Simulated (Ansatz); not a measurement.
Amorphous Hf18O35F, 54 atoms at 9.00 g/cm³, one PBE-relaxed geometry, zone centre. Methods: PBE, scalar-relativistic without spin-orbit coupling (Ansatz, an electronic-structure program); r2SCAN, scalar-relativistic without spin-orbit coupling (Ansatz); HSE06, scalar-relativistic without spin-orbit coupling (Ansatz). Plane waves to 420 eV (r2SCAN 500 eV); exact exchange is cut at the cell's faces. The usual formal charges leave 1 electrons over, so the level spacing at the Fermi energy parts defect or band states and needn't be the band gap. In the spin-polarised cell the level spacing at the Fermi energy can part levels of unlike spin.

The cell was made by melting and quenching with the CHGNet potential and then relaxed with DFT. O and F atoms were pushed apart under 1.9 Å during the dynamics, to hinder bonds among them. The hot cell started wider than the set density and was brought back towards it in steps. It is the lowest in DFT energy of 2 quenches. It is a model cell: composition and starting density were chosen by hand, and all elements were melted together. No dispersion term was used. Its density started from a set value of 9.00 and ended at 9.00 g/cm³. The quench (nominally 450 K/ps over its main leg) was far faster than any real one, so the model tends to hold more defects than a real film. One small periodic cell is one sample of the glass; other quenches scatter about these values. The volume was held where the preparation left it, at a PBE pressure of -0.3 GPa (tension). Stress components on the final sampling reach 2.1 GPa. On a 2×2×2 Γ-centred mesh force components of up to 0.19 eV/Å stay, since the relaxation ran on the zone centre alone.

The relaxation ran on the zone centre alone. At PBE the level spacing at the Fermi energy is 0.53 eV on a 2×2×2 Γ-centred mesh, and the spacing at the zone centre alone 0.64 eV.

Question: What zone-centre spacing does r2SCAN give, roughly?

Answer: 0.94 eV (+0.30 eV against PBE).

Question: What zone-centre spacing does HSE06 give, roughly?

Answer: 1.47 eV (+0.84 eV against PBE).

The highest filled and the lowest empty state spread over these numbers of atoms (participation numbers): PBE: 8.9 and 19.3; r2SCAN: 7.6 and 20.8; HSE06: 7.3 and 23.1.
